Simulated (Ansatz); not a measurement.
**Cr2CuTe4: response to strain**

Start from Cr2CuTe4 in the spinel structure (space group Fd-3m, No. 227; ferromagnetic; a cell from a computed database, its experimental status unchecked).

```yaml
crystal:
  lattice:
    - [0.00000, 5.50014, 5.50014]
    - [5.50014, 0.00000, 5.50014]
    - [5.50014, 5.50014, 0.00000]
  atoms:
    - { symbol: Cr, position: [0.12500, 0.12500, 0.12500] }
    - { symbol: Cr, position: [0.62500, 0.12500, 0.12500] }
    - { symbol: Cr, position: [0.12500, 0.12500, 0.62500] }
    - { symbol: Cr, position: [0.12500, 0.62500, 0.12500] }
    - { symbol: Cu, position: [0.50000, 0.50000, 0.50000] }
    - { symbol: Cu, position: [0.75000, 0.75000, 0.75000] }
    - { symbol: Te, position: [0.88173, 0.88173, 0.88173] }
    - { symbol: Te, position: [0.89518, 0.36827, 0.36827] }
    - { symbol: Te, position: [0.88173, 0.88173, 0.35482] }
    - { symbol: Te, position: [0.36827, 0.89518, 0.36827] }
    - { symbol: Te, position: [0.35482, 0.88173, 0.88173] }
    - { symbol: Te, position: [0.36827, 0.36827, 0.36827] }
    - { symbol: Te, position: [0.88173, 0.35482, 0.88173] }
    - { symbol: Te, position: [0.36827, 0.36827, 0.89518] }
```

Cartesian axes are those of the cell as printed.

Strains are applied to the cell and any free atomic positions relax; under biaxial strain the out-of-plane vector relaxes too; under stress the whole cell relaxes.

Calculations: Ansatz (a program for electronic structure), PBEsol, PAW, cutoff 420 eV, no spin-orbit coupling.

Notes on the quantities. energy relative to the base: free energy F; pressure: mean of the normal stresses, compression positive.

| case | energy relative to the base | pressure | space group | largest site moment | volume per atom |
|---|---|---|---|---|---|
| base | 0 meV/atom | 0.0 GPa | Fd-3m (No. 227) | 2.77 μB | 23.77 Å³ |
| biaxial strain +0.56 %, plane normal [001], relaxed out of plane | ___ | ___ | I4_1/amd (No. 141) | 2.77 μB | ___ |
| isotropic strain −5.89 % | ___ | 18.7 GPa | Fd-3m (No. 227) | 2.36 μB | 19.81 Å³ |
| isotropic strain −4.32 % | +100 meV/atom | 12.1 GPa | Fd-3m (No. 227) | 2.48 μB | 20.82 Å³ |
| uniaxial stress, 8 GPa tension along x | +73 meV/atom | – | I4_1/amd (No. 141) | 2.87 μB | 24.86 Å³ |

### Question
Some entries are withheld; estimate them.

### Answer

- biaxial strain +0.56 %, plane normal [001], relaxed out of plane, energy relative to the base: +0.5 meV/atom
- biaxial strain +0.56 %, plane normal [001], relaxed out of plane, pressure: -0.4 GPa
- biaxial strain +0.56 %, plane normal [001], relaxed out of plane, volume per atom: 23.90 Å³
- isotropic strain −5.89 %, energy relative to the base: +196 meV/atom

Other magnetic orders, which the real material may have, were not ruled out. Without a gap, meshes like the base's 6×6×6 leave anisotropic stresses uncertain by several tenths of a GPa, and small strain energies with them. Stability under load was not tested beyond the relaxation.
